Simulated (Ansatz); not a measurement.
## ZnCu2SnS4: biaxial strain +0.88 %, plane normal [001], relaxed out of plane

Base system: ZnCu₂SnS₄ (space group I-4, No. 82; a = 5.468 Å, c = 10.935 Å). Axes: x, y, z lie along a, b, c of the conventional cell.

Perturbation: biaxial strain +0.88 %, plane normal [001], relaxed out of plane (Cartesian); in-plane vectors clamped, the third vector and the atoms free.

The values are results of PBE (Ansatz, an electronic-structure program; PAW; 420 eV plane waves; spin-orbit coupling left out), not measurements. Γ-centred 9×9×9 mesh, Fermi–Dirac width 0.05 eV.

The volume per atom rises by 0.14 Å³ (20.44 Å³ → 20.58 Å³) and the space group is still I-4 (No. 82). The shortest interatomic distance goes up by 0.6 pm to 232.3 pm and the energy goes up by 0.8 meV/atom. The pressure (mean of the normal stresses, compression positive) goes from zero to -0.5 GPa and the band gap is still zero. The out-of-plane strain is -1.06 % (rough) and the mean in-plane stress (compression positive) amounts to -0.7 GPa (rough).

Without a gap, meshes like the base's 9×9×9 leave anisotropic stresses uncertain by several tenths of a GPa, and small strain energies with them. No phonon test of stability was made. All final runs are without spin polarisation. Gaps under 0.05 eV, about the width of the smearing, are given as zero. The zero or small gap of ZnCu2SnS4 can change with the level of theory.
